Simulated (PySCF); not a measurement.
PySCF 2.14.0, unrestricted BP86/def2-svpd, df: pentafluoroethane cation (FC(F)C(F)(F)F), charge +1, multiplicity 2, 8 atoms. The geometry is a generated start, not checked to be a minimum at this level.

```yaml
task: energy
method: bp86
basis: def2-svpd
two_electron_scheme: density fitting
mol.max_memory: 3000 MB
mf.max_cycle: 100
mf.init_guess: minao (default)
mf.DIIS: CDIIS (default)
mf.diis_space: 8 (default)
mf.conv_tol: 1e-09 (default)
mf.grids.level: 3 (default)
basis_functions: 163
grid_points: 109360
```

```xyz
8

F      1.1095    -1.1940     0.6757
C      0.7822    -0.1148    -0.0508
F      1.4109     0.9449     0.4765
C     -0.7502     0.1058     0.0020
F     -1.2016     0.2839     1.2346
F     -1.0828     1.1772    -0.7214
F     -1.3819    -0.9438    -0.5253
H      1.1139    -0.2591    -1.0913
```

Charge 1 and multiplicity 2 are set for this test and not shown to be the ground state.

One run each on 2 threads, 1 BLAS thread. Values of level_shift (Hartree) tried: 0 (default), 0.1, 0.3, 1.

Task: How does the count of Fock builds change with level_shift (Hartree), and where is it least?

Result: Fewest Fock builds: 0 (default) with 16. The count rises to 92 at 1. All converge to one solution.

| level_shift (Hartree) | Fock builds | end |
|---|---|---|
| 0 (default) | 16 | same solution |
| 0.1 | 18 | same solution |
| 0.3 | 27 | same solution |
| 1 | 92 | same solution |
